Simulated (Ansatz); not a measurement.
**Effect of pressure 9 GPa on MgO**

Base system: MgO in the rock salt structure (space group Fm-3m, No. 225; a = 4.254 Å).

One thing is altered: cell and atoms relaxed at a pressure of 9 GPa.

All numbers come from DFT with PBE, PAW potentials and a 420 eV plane-wave cutoff in Ansatz (an electronic-structure program), no spin-orbit coupling. Γ-centred 13×13×13 mesh, Fermi–Dirac width 0.05 eV.

* **Volume per atom**: 9.12 Å³ (base 9.62 Å³)
* **Density**: 3.67 g/cm³ (base 3.48 g/cm³)
* **Lattice parameter a**: 4.178 Å (base 4.254 Å)
* **Shortest interatomic distance**: 2.089 Å (base 2.127 Å)
* **Enthalpy H = E + PV relative to the base's energy**: +0.53 eV/atom
* **Band gap**: 4.98 eV (base 4.46 eV)
* **Gap character**: direct at Γ (base direct at Γ)
* **Mean gap deformation potential ΔEg/Δln V**: -9.7 eV
* **Width of the top valence band**: 1.81 eV (base 1.71 eV)
* **Electron mass**: 0.36 mₑ (at Γ) (base 0.34 mₑ (at Γ))
* **Hole mass (degenerate bands, along [100])**: 0.40, 2.1, 2.1 mₑ (at Γ) (base 0.38, 2.2, 2.2 mₑ (at Γ))

Load acts through the strain it causes; cell and atoms are relaxed under it. Effective masses come from finite differences of ±0.01 Å⁻¹. No phonon test of stability was made. No other phases were tried under pressure.
